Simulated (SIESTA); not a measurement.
SIESTA run on Rb2MnF5 (P4/mmm, 8 atoms in the cell): self-consistent single point.

Method of the run: GGA PBEsol with spin-orbit coupling, numerical atomic orbitals DZP, PseudoDojo PBEsol fully relativistic norm-conserving potentials (rewritten from UPF to PSML) (SIESTA).

```yaml
crystal:
  lattice:
    - [5.98546, 0.00000, 0.00000]
    - [0.00000, 5.98546, 0.00000]
    - [0.00000, 0.00000, 4.16372]
  atoms:
    - { symbol: Rb, position: [0.00000, 0.50000, 0.50000] }
    - { symbol: Rb, position: [0.50000, 0.00000, 0.50000] }
    - { symbol: Mn, position: [0.00000, 0.00000, 0.00000], spin: 4.0 }
    - { symbol: F, position: [0.00000, 0.00000, 0.50000] }
    - { symbol: F, position: [0.77948, 0.77948, 0.00000] }
    - { symbol: F, position: [0.22052, 0.22052, 0.00000] }
    - { symbol: F, position: [0.22052, 0.77948, 0.00000] }
    - { symbol: F, position: [0.77948, 0.22052, 0.00000] }
```
(The spins are starting values, not results.)

Reference input (self-consistent single point, DFT, GGA PBEsol, numerical atomic orbitals DZP, PseudoDojo PBEsol standard norm-conserving potentials (rewritten from UPF to PSML)): XC.functional = GGA; XC.authors = PBEsol; potentials = PseudoDojo PBEsol standard; PAO.BasisSize = DZP; PAO.EnergyShift = 0.005 Ry; MeshCutoff = 350 Ry; kgrid.MonkhorstPack = 3 3 4; OccupationFunction = FD; ElectronicTemperature = 0.05 eV; Spin = polarized; DM.InitSpin = [1 +0.00, 2 +0.00, 3 +4.00, 4 +0.00, 5 +0.00, 6 +0.00, 7 +0.00, 8 +0.00]; MaxSCFIterations = 150. This run's input differs from it in these lines:

```diff
@@ -1,2 +1,2 @@
-# files in the folder: Rb.psml Mn.psml F.psml (PseudoDojo PBEsol standard)
+# files in the folder: Rb.psml Mn.psml F.psml (PseudoDojo PBEsol fully relativistic)
 SystemName  Rb2MnF5
@@ -41,12 +41,12 @@
 ElectronicTemperature        0.05 eV
-Spin                         polarized
+Spin                         spin-orbit
 %block DM.InitSpin
-  1 +0.00
-  2 +0.00
-  3 +4.00
-  4 +0.00
-  5 +0.00
-  6 +0.00
-  7 +0.00
-  8 +0.00
+  1 0.00 0.00 0.00
+  2 0.00 0.00 0.00
+  3 4.00 0.00 0.00
+  4 0.00 0.00 0.00
+  5 0.00 0.00 0.00
+  6 0.00 0.00 0.00
+  7 0.00 0.00 0.00
+  8 0.00 0.00 0.00
 %endblock DM.InitSpin
```

Output (repeated stretches shortened):

```
        iscf     Eharris(eV)        E_KS(eV)     FreeEng(eV)     dDmax    Ef(eV) dHmax(eV)
   scf:    1    -7747.599725    -7768.313214    -7768.331384  0.812653 -2.641059 19.365298
     spin moment: {S} , |S| = {    0.00000   -0.00000    3.92714 }     3.92714
   scf:    2    -7779.255146    -7774.193669    -7774.206273  0.174550 -3.779058 12.383811
     spin moment: {S} , |S| = {    0.00000    0.00000    3.99795 }     3.99795
   scf:    3    -7780.157676    -7779.110714    -7779.121799  0.279956 -5.643031  1.731770
     spin moment: {S} , |S| = {   -0.00000   -0.00000    3.99753 }     3.99753
   [... lines left out ...]
     spin moment: {S} , |S| = {    0.00000    0.00000    3.99753 }     3.99753
   scf:   20    -7779.196472    -7779.196470    -7779.213494  0.000017 -5.102213  0.000450
     spin moment: {S} , |S| = {    0.00000   -0.00000    3.99753 }     3.99753
   scf:   21    -7779.196473    -7779.196472    -7779.213494  0.000012 -5.102180  0.000374
     spin moment: {S} , |S| = {    0.00000    0.00000    3.99753 }     3.99753
   scf:   22    -7779.196473    -7779.196473    -7779.213494  0.000007 -5.102159  0.000309
     spin moment: {S} , |S| = {    0.00000    0.00000    3.99753 }     3.99753
SCF Convergence by DM+H criterion
max |DM_out - DM_in|         :     0.0000072531
max |H_out - H_in|      (eV) :     0.0003088393
SCF cycle converged after 22 iterations

Using DM_out to compute the final energy and forces

siesta: E_KS(eV) =            -7779.1965

siesta: E_KS - E_eggbox =     -7779.1965

siesta: Atomic forces (eV/Ang):
     1    0.000000    0.000000   -0.000000
     2   -0.000000   -0.000000   -0.000000
     3    0.000000    0.000000    0.000000
     4   -0.000000   -0.000000   -0.000000
     5    0.004409    0.004409    0.000000
     6   -0.004409   -0.004409    0.000000
     7   -0.004409    0.004409    0.000000
     8    0.004409   -0.004409    0.000000
   Tot    0.000000    0.000000   -0.000000
   Max    0.004409
   Res    0.002545    sqrt( Sum f_i^2 / 3N )
   Max    0.004409    constrained

   [... lines left out ...]
siesta: FreeEng =     -7779.213494
siesta: Cell volume =        149.168314 Ang**3
siesta:          -6.17226157         -6.38349662  kBar
   [... lines left out ...]
     5    -0.473081    7.473081    0.026444    0.000000    0.000000    0.026444  F
     6    -0.473081    7.473081    0.026444   -0.000000   -0.000000    0.026444  F
     7    -0.473081    7.473081    0.026444   -0.000000    0.000000    0.026444  F
     8    -0.473081    7.473081    0.026444    0.000000   -0.000000    0.026444  F
 Total     0.000000                3.997528    0.000000    0.000000    3.997528
```

The run converged in 22 iterations. Against the reference run the pressure hardly changes (-0.60 to -0.62 GPa), the largest force moves little (0.008 to 0.006 eV/Å), the gap on the mesh hardly changes (0.108 to 0.109 eV) and the size of the net moment stays at 0.50 μB/atom.

The starting cell comes from a database of computed structures (which also holds hypothetical and non-ambient phases and stackings), without a prior relaxation at this level. With one magnetic atom in the cell only a parallel order is possible. Values carry the incompleteness of an atom-centred basis. The basis of the alkali or alkaline-earth atoms may lack their empty d shell, which can raise the gap.

Cost on one core of a shared machine: roughly 4 min.
